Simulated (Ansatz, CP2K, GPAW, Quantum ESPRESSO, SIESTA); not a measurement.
# Code comparison for Li2Pd (P6/mmm, 3 atoms in the cell)

Self-consistent single point.

```xyz
3
Lattice="4.2051 0.0000 0.0000 -2.1026 3.6417 0.0000 0.0000 0.0000 2.6799" Properties=species:S:1:pos:R:3 pbc="T T T"
Li     0.0000     2.4278     1.3399
Li     2.1026     1.2139     1.3399
Pd     0.0000     0.0000     0.0000
```

All programs got the same cell, k-point mesh and kind of occupations (in Ansatz's words: kpoints.mp_grid.grid = 9 9 12; scf.occupations.method = fermi_dirac; scf.occupations.width = 0.1 eV); potentials, basis and cutoffs are each program's usual ones.

```tsv
code	model	pressure (GPa)	k-points	cutoff
Ansatz	PBEsol, PAW files made with PBE	-0.44	84	default
Quantum ESPRESSO	PBEsol, GBRV 1.5 ultrasoft (PBESOL) pseudopotentials	-0.38	84	40 Ry
CP2K	PBEsol, GPW, DZVP-MOLOPT-SR-GTH basis, GTH-PBE potentials (GTH_POTENTIALS)	0.57	487	grid 500 Ry
GPAW	PBEsol, GPAW PAW datasets PBEsol (made by gpaw-setup)	-0.18	84	550 eV
SIESTA	GGA PBEsol, numerical atomic orbitals TZP, PseudoDojo PBEsol standard norm-conserving potentials (rewritten from UPF to PSML)	-0.63	491	grid 300 Ry
```

The spread over the programs that give each value: pressure within 1.20 GPa.

The starting cell comes from a database of computed structures (which also holds hypothetical and non-ambient phases and stackings), without a prior relaxation at this level. On Ansatz's run: Spin polarisation is off.

Task: Why do the programs differ, and what cannot be compared?

Result: Differences of this kind can come from the potentials, where these differ, and from what each basis and cutoff leave unconverged. The valence holds different numbers of electrons (Ansatz (an electronic-structure program) 24, Quantum ESPRESSO 22, CP2K 24, GPAW 18, SIESTA 24). The zero of total energies and Fermi levels follows the potentials and each program's conventions, so they are not compared here. CP2K and SIESTA use small atom-centred bases, whose incompleteness enters pressures, forces and empty levels differently from a plane-wave cutoff. Ansatz's pressure is given at a fixed set of plane waves, as the other plane-wave codes print theirs. The programs reduce the same mesh by symmetry to different extents, which changes the work and not the result.

Left out of this page: ABINIT (with a known weakness of the program); Elk and FLEUR (not drawn, or without a comparable value).

Keys are those of Ansatz 0.2.
